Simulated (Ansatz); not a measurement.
**KBr: energy against strain**

KBr (rock salt, Fm-3m, 35.111 Å³/atom at rest) under an equal strain ε in the (001) plane with the normal axis free, as in a coherent film. PBEsol in Ansatz, a plane-wave DFT program (PAW, default set), 420 eV, 9×9×9 Γ-centred mesh, Fermi-Dirac smearing 0.05 eV; ions are relaxed within the symmetry of each cell.

Here s stands for strain and y for E less E0.

| strain (%) | E less E0 (meV/atom) |
|---|---|
| -3.00 | ? |
| -1.50 | 2.18 |
| -1.00 | 0.96 |
| -0.50 | 0.24 |
| 0.00 | 0.00 |
| 0.50 | 0.20 |
| 1.00 | 0.81 |
| 1.50 | 1.80 |

Taking a parabola for y over the 7 complete rows: Least squares gives y = 0.000 - 0.1057·s + 0.8848·s². Residuals (row less fit): 0.031, -0.031, -0.034, 0.000, 0.032, 0.031, -0.032; standard error 0.039 (degrees of freedom: 4). Twice the quadratic coefficient over the volume, 2 × 0.8848 meV × 10⁴ × 0.1602 / 35.111 Å³, is twice the biaxial elastic modulus of this plane = 81 ± 1.5 GPa.

Problem. Estimate the missing y (s = -3.00); what did the run itself give?

Solution. y = 0.000 - 0.1057 × (-3.0) + 0.8848 × (-3.0)² = 8.280 meV/atom. The calculation gives 9.23 meV/atom, 0.950 meV/atom above the prediction (10.3 % of the range of y in the table). The row lies outside the fitted rows, so this is an extrapolation. From the scatter of the fitted rows alone, a prediction at this place has a standard error of 0.148 meV/atom, so the miss is 6.4 times that.

One order more, fitted to all 13 runs of the series, follows each within 0.01, so the miss is the next term of a smooth law. Rows are the converged runs of the series near zero and its far end; series whose fitted rows scatter by over a few per cent of the range, as at a crossing or softening among them, aren't shown in this form. Most that stay on the fit to the last digits aren't either.
